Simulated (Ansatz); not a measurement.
Base system: MoSe$_{2}$ in the 2H-MoS2 type structure (space group P6_3/mmc, No. 194; a = 3.2770 Å, c = 12.7310 Å; layered, stacked along the Cartesian z axis).

Computed with PBE-D3(BJ), PAW, 420 eV (Ansatz, an electronic-structure program; spin-orbit coupling left out), earlier PAW set.

It is then changed as follows: full substitution Se → S, then cell and atoms are relaxed.

Measured band gap: MoSe2 1.09 eV (room temperature; as listed in Carlos M. O. Bastos et al., Physical Review Materials (2019)); MoS2 1.23 eV (room temperature; as listed in Carlos M. O. Bastos et al., Physical Review Materials (2019)).

Measured lattice parameter a: MoSe2 3.289 Å (room temperature; as listed in arXiv:1605.07067); MoS2 3.16 Å (room temperature; as listed in arXiv:1605.07067).

Question: How well does PBE-D3(BJ) reproduce the measured shift?

Answer: With PBE-D3(BJ) the band gap moves by +0.03 eV (0.74 → 0.78) against +0.14 eV measured; the lattice parameter a moves by -0.128 Å (3.277 → 3.149) against -0.129 Å measured.

Whether these cells are dynamically stable was not tested.
